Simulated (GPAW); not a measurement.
## Convergence study of the plane-wave cutoff for Fe (Im-3m, 1 atom in the cell)

```yaml
crystal:
  lattice:
    - [-1.43070, 1.43070, 1.43070]
    - [1.43070, -1.43070, 1.43070]
    - [1.43070, 1.43070, -1.43070]
  atoms:
    - { symbol: Fe, position: [0.00000, 0.00000, 0.00000], spin: 2.5 }
```
(The spins are starting values, not results.)

Method of the run: PBE, GPAW PAW datasets PBE (gpaw-data 1.0.1) (plane waves; GPAW).

Base settings: spinpol = true; mode = pw; ecut = 850 eV; xc = PBE; kpts = 6 6 6; mesh shift (steps) = 0 0 0; occupations.name = methfessel-paxton; occupations.width = 0.1 eV; occupations.order = 0; nbands = -5.

The second cell is the first with its lattice scaled by 0.98.

The mesh stays at the base's, so the ladder's end is converged at best in this setting alone.

Only quantities that move along the ladder and can be compared are tabulated.

The count of work is k-points × plane waves × bands × iterations; it is no time. 

The starting cell has typed, rounded lattice constants, without a prior relaxation at this level. Its lattice was rescaled by up to half a per cent. With one magnetic atom in the cell only a parallel order is possible. In the base run, with a pressure of about -5 GPa the cell is away from its equilibrium volume at this level. Without a gap this mesh is coarse (it stands for a supercell whose shortest vector is 15 Å).

| ecut | free energy less the last step's (meV/atom) | energy of the compressed cell less the first (meV/atom) | pressure (GPa) | count of work / last |
|---|---|---|---|---|
| 300 eV | 276.91 | 8.91 | -5.28 | 0.059 |
| 340 eV | 246.92 | 10.30 | -8.71 | 0.084 |
| 380 eV | 185.12 | 8.36 | -10.74 | 0.094 |
| 425 eV | 108.33 | 9.97 | -9.87 | 0.15 |
| 470 eV | 56.31 | 11.18 | -7.15 | 0.100 |
| 510 eV | 38.40 | 10.85 | -5.24 | 0.18 |
| 595 eV | 33.17 | 10.29 | -4.43 | 0.14 |
| 680 eV | 25.53 | 10.61 | -5.12 | 0.28 |
| 765 eV | 12.91 | 10.83 | -5.12 | 0.26 |
| 850 eV | 4.87 | 10.47 | -4.73 | 0.24 |
| 935 eV | 1.38 | 10.55 | -4.40 | 0.35 |
| 1020 eV | 0.32 | 10.59 | -4.27 | 0.36 |
| 1150 eV | 0.10 | 10.52 | -4.23 | 0.35 |
| 1275 eV | 0.07 | 10.54 | -4.22 | 0.45 |
| 1490 eV | 0.03 | 10.53 | -4.22 | 0.81 |
| 1700 eV | 0.02 | 10.53 | -4.23 | 1.1 |
| 2040 eV | 0.00 | 10.53 | -4.23 | 1.0 |

Coarsest ecut that holds the pressure within 0.1 GPa of the last step, with all finer ones: 1020 eV, at 0.36 of the last step's count of work; the step before is off by 0.17 GPa.

Coarsest ecut that holds the free energy within 0.5 meV/atom of the last step, with all finer ones: 1020 eV, at 0.36 of the last step's count of work; the step before is off by 1.4 meV/atom.

Coarsest ecut that holds the energy of the compressed cell less the first within 2 meV/atom of the last step, with all finer ones: 425 eV, at 0.15 of the last step's count of work; the step before is off by 2.2 meV/atom.

The energy difference between the two cells stays within 1 meV/atom of the last step's from 425 eV on, the total only from 1020 eV on: much of the error is common to both cells and cancels.

At the lowest cutoff the pressure lies 1.0 GPa under the last step's, the usual sign of Pulay stress in an incomplete plane-wave basis.
